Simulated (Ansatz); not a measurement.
Worked example: self-consistent single point of Ta₃Re (I4mm, 4 atoms in the cell) in Ansatz (a program for electronic structure).

Method of the run: PBEsol, default PAW files made with PBE (plane waves; Ansatz).

```
CELL_PARAMETERS angstrom
      0.00000     3.25370     3.25370
      3.25370     0.00000     3.25370
      3.25370     3.25370     0.00000
ATOMIC_POSITIONS crystal
  Ta 0.25000 0.25000 0.25000
  Ta 0.75000 0.75000 0.75000
  Ta 0.50768 0.50768 0.49232
  Re 0.00000 0.00000 0.00000
```

Reference input (self-consistent single point, DFT, PBEsol, plane waves, default PAW files made with PBE): basis.ecutwfc = 30.9 Ry; kpoints.mp_grid.grid = 7 7 7; hamiltonian.xc = pbesol; hamiltonian.pseudopotentials = {kind: paw} (the program's default PAW files); scf.occupations.method = fermi_dirac; scf.occupations.width = 0.0073 Ry. This run's input differs from it in these lines:

Ansatz 0.2 input:
```diff
@@ -11,3 +11,3 @@
 basis:
-  ecutwfc: 30.9 Ry
+  ecutwfc: 46.3 Ry
 kpoints:
```

Output (repeated stretches shortened):

```
SCF iter   1: F=—  HF=-40157.609864 eV  |F-HF|=—  |Δ(HF+E_count)|=         —  Δρ=7.91e-3  dr2=9.37e-2  ethr=1.77e-3  ⟨swp⟩=4.5  Hψ=4661  notcnv=0  defer=3
all-band conjugate gradients solve this SCF's bands
preconditioner: auto → Kerker (q_TF=auto, 2.620 Å⁻¹)
SCF iter   2: F=—  HF=-40157.600467 eV  |F-HF|=—  |Δ(HF+E_count)|=   9.40e-3  Δρ=4.04e-3  dr2=2.43e-2  ethr=1.74e-4  ⟨swp⟩=1.2  Hψ=1651  notcnv=0
SCF iter   3: F=—  HF=-40157.596662 eV  |F-HF|=—  |Δ(HF+E_count)|=   3.81e-3  Δρ=4.69e-4  dr2=1.83e-4  ethr=4.49e-5  ⟨swp⟩=2.0  Hψ=1593  notcnv=0
SCF iter   4: F=—  HF=-40157.596629 eV  |F-HF|=—  |Δ(HF+E_count)|=   3.32e-5  Δρ=4.76e-5  dr2=1.39e-6  ethr=3.38e-7  ⟨swp⟩=2.0  Hψ=1759  notcnv=0
SCF iter   5: F=—  HF=-40157.596630 eV  |F-HF|=—  |Δ(HF+E_count)|=   1.10e-6  Δρ=1.15e-5  dr2=6.51e-8  ethr=2.58e-9  ⟨swp⟩=2.0  Hψ=1796  notcnv=0
SCF iter   6: F=-40157.596630 eV  HF=-40157.596630 eV  |F-HF|=1.27e-9  |Δ(HF+E_count)|=   2.74e-9  Δρ=1.93e-6  dr2=2.54e-9  ethr=1.21e-10  ⟨swp⟩=3.5  Hψ=5377  notcnv=0
SCF 1 converged in 6 iterations: F = -40157.596630 eV  dr2 = 2.54e-9
Free energy (F): -40157.596630 eV
Internal energy: -40157.497942 eV  (E = F + TS)
E sigma→0 (E₀):  -40157.547286 eV
Entropy (-TS):   -0.098688 eV (-24.672 meV/atom)
Fermi energy:    19.600584 eV
--- Forces (eV/Å), atoms counted from 1 ---
  atom   1  Ta     0.00000000    -0.00000000     0.29531542
  atom   2  Ta    -0.00000000     0.00000000     0.29531542
  atom   3  Ta     0.00000000     0.00000000    -0.73371901
  atom   4  Re     0.00000000     0.00000000     0.14309179
--- Stress (GPa, compression-positive) ---
       -8.322123       0.000000      -0.000000
        0.000000      -8.322123      -0.000000
       -0.000000       0.000000      -8.381014
  P = ⅓ Tr σ = -8.3418 GPa (-83.418 kbar)
  The stress holds the Pulay correction. Without it, at fixed plane waves, as pw.x and ABINIT print it: P = -8.3479 GPa
```

The run converged in 6 iterations. Against the reference run the free energy goes down by 1.3 meV/atom, the pressure stays at -8.34 GPa and the largest force stays at 0.734 eV/Å.

The starting cell comes from a database of computed structures (which also holds hypothetical and non-ambient phases and stackings), without a prior relaxation at this level. Its lattice was rescaled by up to half a per cent. One atom was moved a little off its site on purpose. Spin polarisation is off. Ansatz's pressure includes its estimate of the finite-basis (Pulay) stress.
